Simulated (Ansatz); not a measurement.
AlB2-type TiB₂, treated with revPBE (Ansatz, a program for electronic structure, plane waves, PAW).

Numerical settings: plane-wave cutoff 520 eV, 24×24×18 k mesh (along the axes of the cell as run), Fermi–Dirac smearing 0.05 eV, no spin polarisation, scalar-relativistic PAW data made under PBE.

The cell is scaled about its equilibrium volume:

Shape and atoms are relaxed at each volume.

| V (Å³/atom) | P (GPa) | c (Å) | a (Å) |
|---|---|---|---|
| 8.328 | 10.68 | 3.186 | 3.009 |
| 8.502 | 5.08 | 3.213 | 3.027 |
| 8.675 | 0.00 | 3.241 | 3.045 |
| 8.849 | -4.61 | 3.269 | 3.062 |
| 9.022 | -8.78 | 3.296 | 3.079 |

Note: the bulk modulus comes from volumes at which shape and atoms were relaxed.
